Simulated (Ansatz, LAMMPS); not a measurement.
Random Si-Ge alloy, 5x5x5 cubic cells, lattice parameter by Vegard's rule. Cell 27.43 × 27.43 × 27.43 Å, Si948Ge52, 1000 atoms. Prepared with Tersoff's 1989 multicomponent potential (SiCGe.tersoff) run with LAMMPS: minimisation. 

Basis: localised support functions (accuracy medium) on a full density matrix. k-points: zone centre alone; occupations: Fermi-Dirac, 0.020 eV; spin polarisation not allowed. No spin-orbit coupling.

Task: Estimate the energy, gap and bonding that PBE, support functions at accuracy medium on the grid of 370 eV (Ansatz, a first-principles code) returns for this input.

Result: 
* **energy over the perfect crystal(s), per atom**: 4 meV/atom
* **Kohn-Sham gap of the cell on its k-mesh**: 0.60 eV
* **coordination (neighbours within 2.842 Å)**: 100.0 % 4-fold
* **Ge-Ge bonds, mean ± spread**: 2.459 ± 0.001 Å
* **Ge-Si bonds, mean ± spread**: 2.414 ± 0.003 Å
* **Si-Si bonds, mean ± spread**: 2.371 ± 0.003 Å
* **bond angles, mean ± spread**: 109.5° ± 0.5°
* **pressure**: -0.25 GPa
